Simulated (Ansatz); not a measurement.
# Element substitutions in BN

Take BN in the zinc blende structure (space group F-43m, No. 216) as the base.

```cif
data_B4N4
_chemical_formula_sum 'N4 B4'
_space_group_name_H-M_alt 'F-43m'
_space_group_IT_number 216
_space_group_name_Hall 'F -4 2 3'
_cell_length_a 3.60512
_cell_length_b 3.60512
_cell_length_c 3.60512
_cell_angle_alpha 90.000
_cell_angle_beta 90.000
_cell_angle_gamma 90.000
loop_
_atom_site_label
_atom_site_type_symbol
_atom_site_symmetry_multiplicity
_atom_site_Wyckoff_symbol
_atom_site_fract_x
_atom_site_fract_y
_atom_site_fract_z
_atom_site_occupancy
N1 N 4 c 0.25000 0.25000 0.25000 1
B1 B 4 a 0.00000 0.00000 0.00000 1
```
(The calculation used a cell of 2 atoms; values per cell refer to that cell.)

Each row replaces one element on all its sites; cell and atoms are relaxed.

Levels (all Ansatz, a quantum-chemistry and plane-wave program, PAW, earlier PAW set): PBEsol (420 eV, scalar-relativistic without spin-orbit coupling); r2SCAN (500 eV, without spin-orbit coupling); PBEsol+SOC (420 eV, with spin-orbit coupling).

Band gaps by level, all at the geometries relaxed with PBEsol:

```tsv
case	PBEsol	r2SCAN	PBEsol+SOC
base	4.29 eV	5.00 eV	4.29 eV
N → P	1.11 eV	___	1.10 eV
N → O	zero	zero	zero
```

Question: Some entries are withheld; estimate them.

Answer: 
- N → P, r2SCAN: 1.39 eV

Single points use the geometry relaxed with PBEsol. Differences between runs with and without spin-orbit coupling are approximate. Whether these cells are dynamically stable was not tested. As relaxed here, BO is a hypothetical phase, not in the database extracts checked. The runs without spin-orbit coupling are not spin-polarised. An odd electron count without spin: BO.
